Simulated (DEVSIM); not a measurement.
Device: Schottky contact on n-type Si, at 300 K.

```
layer (left to right)  material  thickness (μm)  Nd (cm⁻³)  τn (s)  τp (s)
---------------------  --------  --------------  ---------  ------  ------
1                            Si            1.90     1.5e16  4.7e-5  4.7e-5
```

Left contact: Schottky, work function 4.61 eV, emission velocity 4.3e6 cm/s. Right contact: ohmic. Voltage is applied to the left contact. Recombination: SRH at mid-gap, radiative. Mobility is μmin + (μ − μmin)/(1 + (N/Nref)^α).

This is a model device: material constants are rounded textbook-type values typed into the input, and sizes, dopings and lifetimes were drawn at random. Values at 300 K.

```
parameter           Si
-------------  -------
gap (eV)         1.124
affinity (eV)     4.05
permittivity      11.7
Nc (cm⁻³)      2.86e19
Nv (cm⁻³)       3.1e19
μn (cm²/Vs)       1417
μp (cm²/Vs)        470
μn,min              52
μp,min              45
Nref,n          9.7e16
Nref,p          2.2e17
αn                0.68
αp                0.72
B (cm³/s)      4.7e-15
```

DEVSIM, 1D drift-diffusion, Boltzmann statistics, complete ionisation; no tunnelling, impact ionisation, image-force lowering or self-heating. Metal contacts follow the ideal Schottky-Mott rule: no Fermi-level pinning, no interface dipoles.

### Question
Tabulate band edges, carrier densities and field at zero bias.

### Answer
Energies count from the Fermi level of the right contact; mesh points crowd at the junctions.

```
x (μm)    Ec (eV)  Ev (eV)  n (cm⁻³)  p (cm⁻³)  field (V/cm)
--------  -------  -------  --------  --------  ------------
0.000       0.560   -0.564    1.1e10    1.0e10        -40000
0.009233    0.524   -0.600    4.4e10     2.6e9        -38000
0.02192     0.479   -0.645    2.6e11     4.5e8        -35000
0.03937     0.422   -0.702    2.3e12     5.0e7        -31000
0.07450     0.329   -0.795    8.5e13   1400000        -22000
0.1116      0.261   -0.863    1.2e15    100000        -14000
0.1627      0.215   -0.909    7.1e15     16000         -5200
0.2655      0.196   -0.928    1.4e16      8100          -300
0.3742      0.195   -0.929    1.5e16      7800           -12
0.5236      0.195   -0.929    1.5e16      7700           ≈ 0
0.7289      0.195   -0.929    1.5e16      7700           ≈ 0
1.093       0.195   -0.929    1.5e16      7700           ≈ 0
1.320       0.195   -0.929    1.5e16      7700           ≈ 0
1.485       0.195   -0.929    1.5e16      7700           ≈ 0
1.641       0.195   -0.929    1.5e16      7700           ≈ 0
1.718       0.195   -0.929    1.5e16      7700           ≈ 0
1.774       0.195   -0.929    1.5e16      7700           ≈ 0
1.815       0.195   -0.929    1.5e16      7700           ≈ 0
1.854       0.195   -0.929    1.5e16      7700           ≈ 0
1.873       0.195   -0.929    1.5e16      7700           ≈ 0
1.887       0.195   -0.929    1.5e16      7700           ≈ 0
1.900       0.195   -0.929    1.5e16      7700           ≈ 0
```
